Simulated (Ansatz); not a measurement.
## Pressure series in V3Si

Base system: V3Si in the A15 (Cr3Si type) structure (space group Pm-3n, No. 223; a = 4.701 Å).

Cell and atoms are relaxed at each pressure.

Levels (all Ansatz, a quantum-chemistry and plane-wave program, PAW, earlier PAW set): PBE (420 eV, no spin-orbit coupling); PBEsol (420 eV, spin-orbit coupling left out).

The base cell above is that of PBE; each level relaxes its own structures.

| case | lattice parameter a, PBE | lattice parameter a, PBEsol |
|---|---|---|
| pressure −2 GPa | 471.8 pm | (withheld) |
| pressure −1 GPa | 471.0 pm | 465.7 pm |
| pressure 1.8 GPa | 468.7 pm | 463.7 pm |
| pressure 4.2 GPa | 466.9 pm | 462.0 pm |
| pressure 9 GPa | 463.5 pm | (withheld) |
| pressure 18 GPa | 457.8 pm | 453.5 pm |
| pressure 30 GPa | 451.3 pm | 447.5 pm |
| pressure 45 GPa | 444.6 pm | (withheld) |
| pressure 60 GPa | 438.8 pm | (withheld) |

### Question
Complete the table.

### Answer

- pressure −2 GPa, lattice parameter a, PBEsol: 466.5 pm
- pressure 9 GPa, lattice parameter a, PBEsol: 458.8 pm
- pressure 45 GPa, lattice parameter a, PBEsol: 441.1 pm
- pressure 60 GPa, lattice parameter a, PBEsol: 435.6 pm

PBE lies above PBEsol in every row, by 3.2 pm to 5.3 pm. They put the cases in the same order.

Load acts through the strain it causes; cell and atoms are relaxed under it. Whether these cells are dynamically stable was not tested. No other phases were tried under pressure. Seeded moments were not kept for the base. The final runs are not spin-polarised.
